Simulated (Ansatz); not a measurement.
A constructed model of the (111)A surface of zinc-blende CdTe (in the relaxation 1 Te–Te bonds broke), Cd-terminated, Te trimer, 2x2 (bottom of the slab: 2 H on 4 bottom sites)

The numbers are results of PBE (plane waves to 420 eV, PAW; Ansatz, a quantum-chemistry and plane-wave program), not measurements.

Model: 37-atom slab, 16.9 Å thick at the start with caps and adatoms, 3x3x1 mesh, Fermi-Dirac 0.025 eV, dipole correction, 8 atoms held, the rest relaxed; symmetry of the start imposed; no spin, no spin-orbit, no U. It is one candidate, not shown to be the stable structure of the face.

The gap of the slab on its k-mesh comes out as 0.69 eV. The highest filled level below the top vacuum level comes out as 5.43 eV and the energy released by relaxation comes out as 3.01 eV. The cost is very roughly 60 core-minutes.
